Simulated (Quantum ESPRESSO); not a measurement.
Worked example: self-consistent single point of Mg4Ti3 (P6_3/m, 14 atoms in the cell) in Quantum ESPRESSO.

Level of theory: PBEsol, SSSP 1.1.2 efficiency (PBE) pseudopotentials (plane waves; Quantum ESPRESSO).

```
CELL_PARAMETERS angstrom
      8.19410     0.00000     0.00000
     -4.09705     7.09630     0.00000
      0.00000     0.00000     4.88414
ATOMIC_POSITIONS crystal
  Mg 0.53668 0.91085 0.25000
  Mg 0.46332 0.08915 0.75000
  Mg 0.62583 0.53668 0.75000
  Mg 0.37417 0.46332 0.25000
  Mg 0.08915 0.62583 0.25000
  Mg 0.91085 0.37417 0.75000
  Mg 0.66667 0.33333 0.25000
  Mg 0.33333 0.66667 0.75000
  Ti 0.78771 0.95857 0.75000
  Ti 0.21229 0.04143 0.25000
  Ti 0.82914 0.78771 0.25000
  Ti 0.17086 0.21229 0.75000
  Ti 0.04143 0.82914 0.75000
  Ti 0.95857 0.17086 0.25000
```
Moments meant for the start (each program seeds them in its own way; μB, in the order of the atoms Mg Mg Mg Mg Mg Mg Mg Mg Ti Ti Ti Ti Ti Ti): 0.0 0.0 0.0 0.0 0.0 0.0 0.0 0.0 1.0 1.0 1.0 1.0 1.0 1.0.

Reference input (self-consistent single point, DFT, PBEsol, plane waves, SSSP 1.1.2 efficiency (PBE) pseudopotentials): ecutwfc = 50 Ry; ecutrho = 400 Ry; occupations = smearing; smearing = fermi-dirac; degauss = 0.0073499 Ry; nspin = 2; input_dft = pbesol; potentials = {Mg: Mg.pbe-n-kjpaw_psl.0.3.0.UPF, Ti: ti_pbe_v1.4.uspp.F.UPF}; K_POINTS = automatic 3 3 4 0 0 0; conv_thr = 1e-11 Ry; mixing_beta = 0.4. This run's input differs from it in these lines:

```diff
@@ -11,4 +11,4 @@
    ntyp = 2
-   ecutwfc = 50
-   ecutrho = 400
+   ecutwfc = 25
+   ecutrho = 200
    occupations = 'smearing'
```

Output (repeated stretches shortened):

```
     Self-consistent Calculation

     iteration #  1     ecut=    25.00 Ry     beta= 0.40

     negative rho (up, down):  4.219E-03 4.567E-03

     total energy              =    -975.65950426 Ry
     estimated scf accuracy    <       3.02324696 Ry

     total magnetization       =     2.66 Bohr mag/cell
     absolute magnetization    =     2.77 Bohr mag/cell

     iteration #  2     ecut=    25.00 Ry     beta= 0.40

     negative rho (up, down):  3.997E-03 4.679E-03

     total energy              =    -975.74782852 Ry
     estimated scf accuracy    <       1.50214922 Ry

     total magnetization       =     2.27 Bohr mag/cell
   [... lines left out ...]
     atom   4 (R=0.152)  charge=  0.9999  magn= -0.0000
     atom   5 (R=0.152)  charge=  0.9999  magn= -0.0000
     atom   6 (R=0.152)  charge=  0.9999  magn= -0.0000
     atom   7 (R=0.152)  charge=  0.9614  magn= -0.0000
     atom   8 (R=0.152)  charge=  0.9614  magn= -0.0000
     atom   9 (R=0.139)  charge= 10.2348  magn=  0.0001
     atom  10 (R=0.139)  charge= 10.2348  magn=  0.0001
     atom  11 (R=0.139)  charge= 10.2348  magn=  0.0001
     atom  12 (R=0.139)  charge= 10.2348  magn=  0.0001
     atom  13 (R=0.139)  charge= 10.2348  magn=  0.0001
     atom  14 (R=0.139)  charge= 10.2348  magn=  0.0001
     End of self-consistent calculation

     the Fermi energy is     7.0353 ev

!    total energy              =    -976.20940193 Ry
     estimated scf accuracy    <          4.1E-12 Ry
     smearing contrib. (-TS)   =      -0.04066951 Ry
     internal energy E=F+TS    =    -976.16873242 Ry

     total magnetization       =     0.00 Bohr mag/cell
     absolute magnetization    =     0.00 Bohr mag/cell

     convergence has been achieved in  23 iterations

     negative rho (up, down):  2.907E-03 2.908E-03

     Forces acting on atoms (cartesian axes, Ry/au):

     atom    1 type  1   force =     0.00401934    0.00148051    0.00000000
     atom    2 type  1   force =    -0.00401934   -0.00148051   -0.00000000
     atom    3 type  1   force =     0.00072751    0.00422111    0.00000000
   [... lines left out ...]
     Total force =     0.017782     Total SCF correction =     0.000001
   [... lines left out ...]

     negative rho (up, down):  2.907E-03 2.908E-03
          total   stress  (Ry/bohr**3)                   (kbar)     P=      -54.36
  -0.00037093  -0.00000000  -0.00000000          -54.57       -0.00       -0.00
  -0.00000000  -0.00037093  -0.00000000           -0.00      -54.57       -0.00
  -0.00000000  -0.00000000  -0.00036664           -0.00       -0.00      -53.93

   JOB DONE.
```

The run converged in 23 iterations. Against the reference run the free energy rises by 56.3 meV/atom, the pressure goes from -2.02 to -5.44 GPa and the largest force goes from 0.203 to 0.151 eV/Å. The full log also holds: “c_bands:  2 eigenvalues not converged”.

The starting cell comes from a database of computed structures (which also holds hypothetical and non-ambient phases and stackings), without a prior relaxation at this level. The starting moments vanished: the run ended non-magnetic. At the lowered cutoff the pressure carries the error of an incomplete plane-wave basis.

Cost on one core of a shared machine: roughly 4 min.
